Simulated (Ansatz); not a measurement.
The structure below was relaxed with PBEsol (Ansatz, a first-principles code), without spin-orbit coupling, earlier PAW set.

```yaml
crystal:
  lattice:
    - [5.31029, 0.00000, 0.00000]
    - [0.00000, 5.31029, 0.00000]
    - [0.00000, 0.00000, 5.31029]
  atoms:
    - { symbol: Pb, position: [0.00000, 0.00000, 0.00000] }
    - { symbol: Ti, position: [0.50000, 0.50000, 0.50000] }
    - { symbol: Te, position: [0.00000, 0.50000, 0.50000] }
    - { symbol: Te, position: [0.50000, 0.50000, 0.00000] }
    - { symbol: Te, position: [0.50000, 0.00000, 0.50000] }
```

Q: Find the space group and the Wyckoff positions.

A: Space group Pm-3m (No. 221); a = b = c = 5.310 Å, α = β = γ = 90.00°

| atom | site | symmetry | x | y | z |
|---|---|---|---|---|---|
| Pb | 1a | m-3m | 0.0000 | 0.0000 | 0.0000 |
| Ti | 1b | m-3m | 0.5000 | 0.5000 | 0.5000 |
| Te | 3c | 4/mm.m | 0.0000 | 0.5000 | 0.5000 |

Q: Describe the coordination.

A: The crystal has 5 atoms in its conventional cell. Conventional cell: a = b = c = 5.3103 Å, α = β = γ = 90.00°. Pb sees 12 Te at 3.755 Å (cuboctahedral). Ti is surrounded by 6 Te at 2.655 Å (octahedral). Te is surrounded by 2 Ti at 2.655 Å and 4 Pb at 3.755 Å (no clear gap to further neighbours). (Neighbours: up to the widest gap in distance over summed covalent radii, below 1.35, at either atom; cation-cation and far metal-metal contacts left out.)

Whether these cells are dynamically stable was not tested. The final runs are not spin-polarised. The cell was made from PbTiO3 by this change: O → Te; the result is a hypothetical phase, not in the database extracts checked. Many cubic perovskites are stable only at high temperature; tilts and polar distortions were not tested. TiPbTe3 has a high density of states at the Fermi level and may be magnetic at this level.
